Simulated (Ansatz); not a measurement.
**Response to strain in CoSi2**

The parent structure is CoSi2 (space group Fm-3m, No. 225; a = 5.3612 Å; not spin-polarised; relaxed with 0.1 eV smearing).

Strains are applied to the cell and any free atomic positions relax.

All numbers come from plane-wave PAW DFT at the PBE level (Ansatz, an electronic-structure program, 420 eV), without spin-orbit coupling, earlier PAW set.

Notes on the quantities. energy relative to the base: free energy F.

```tsv
isotropic strain (%)	energy relative to the base (meV/atom)
-5.3	219.2
-2.32	37.7
-0.44	?
0	0.0
2.27	30.5
2.99	51.5
5	131.9
```

Task: Fit ΔE = Aε² + Bε³ (ε in %) to the rows shown and predict the withheld row.

Result: Least squares on the printed values gives A = 6.50 and B = -0.25 meV/atom (largest residual 0.4 meV/atom); this predicts 1.3 meV/atom, and the run gives 1.3 meV/atom, in agreement.

Whether these cells are dynamically stable was not tested. Starting moments died away, wholly or in part, for the base; another magnetic solution may exist. All final runs are without spin polarisation. An odd electron count without spin: CoSi2.
